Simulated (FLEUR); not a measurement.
Band structure of Mg3Sc (P6_3/mmc, 8 atoms in the cell).

```
Mg3Sc
1.0
    6.27633     0.00000     0.00000
   -3.13816     5.43546     0.00000
    0.00000     0.00000     4.98828
Mg Sc
6 2
Direct
  0.16662   0.33324   0.25000
  0.83338   0.66676   0.75000
  0.83338   0.16662   0.75000
  0.16662   0.83338   0.25000
  0.66676   0.83338   0.25000
  0.33324   0.16662   0.75000
  0.66667   0.33333   0.25000
  0.33333   0.66667   0.75000
```

Method of the run: PBEsol, all-electron FLAPW (FLEUR), scalar-relativistic valence in FLEUR.

Settings: Kmax = 3.8 1/bohr; GmaxXC = 15.2 1/bohr; xcFunctional = PBEs; jspins = 1; l_soc = F; mode = hist; fermiSmearingEnergy = 0.00367493 Htr; mesh (inpgen div1-3) = 4 4 5; inpgen gamma flag = true; Gmax = 15.2 1/bohr; numbands = 0; maxIterBroyd = 40; imix = Anderson; alpha = 0.05.

The starting cell comes from a database of computed structures (which also holds hypothetical and non-ambient phases and stackings), without a prior relaxation at this level. Its lattice was rescaled by a random factor within 2.5 % of one. Values depend on the basis (sphere radii, cutoffs, local orbitals), which need not be converged.

Levels in eV from the Fermi level, bands 38 to 45:
| point | 38 | 39 | 40 | 41 | 42 | 43 | 44 | 45 |
|---|---|---|---|---|---|---|---|---|
| Γ | -1.66 | -1.66 | -0.97 | -0.13 | 0.32 | 0.32 | 1.04 | 1.04 |
| M | -0.52 | -0.46 | -0.19 | -0.11 | -0.06 | 0.50 | 0.60 | 1.53 |
| K | -0.82 | -0.77 | -0.11 | -0.11 | 0.15 | 0.15 | 0.62 | 1.80 |
| A | -1.36 | -0.67 | -0.67 | -0.56 | -0.56 | -0.56 | -0.56 | 0.73 |
| L | -1.81 | -1.54 | -1.54 | 0.23 | 0.23 | 1.18 | 1.18 | 1.33 |
| H | -3.26 | -0.17 | -0.17 | -0.05 | -0.05 | 1.01 | 1.01 | 1.31 |
